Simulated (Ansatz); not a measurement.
Start from SiO₂ in the rutile structure (space group P4_2/mnm, No. 136; a = 4.1852 Å, c = 2.6688 Å). Axes: x, y, z lie along a, b, c of the conventional cell.

Calculations: r2SCAN (Ansatz, a program for electronic structure, PAW, no SOC).

Base values:

* **Electron mass**: 0.38 mₑ along c, 0.48 mₑ across (at Γ)
* **Pressure**: 0.00 GPa
* **Band gap**: 6.51 eV
* **Volume per atom**: 7.79 Å³

It is then changed as follows: biaxial strain +1.25 %, plane normal [001], relaxed out of plane (Cartesian); in-plane vectors clamped, the third vector and the atoms free.

Problem. What does the calculation give for the electron mass, pressure, band gap and volume per atom after the change?

Solution. The electron mass becomes 0.38 mₑ out of plane, 0.47 mₑ in plane (at Γ) (base: 0.38 mₑ along c, 0.48 mₑ across (at Γ)); the pressure (mean of the normal stresses, compression positive) goes from zero to -4.23 GPa; the band gap drops by 0.21 eV (6.51 eV → 6.30 eV); the volume per atom goes up by 0.15 Å³ to 7.94 Å³.

Masses are band curvatures over ±0.01 Å⁻¹ around the edge. Stability against distortions was not tested.
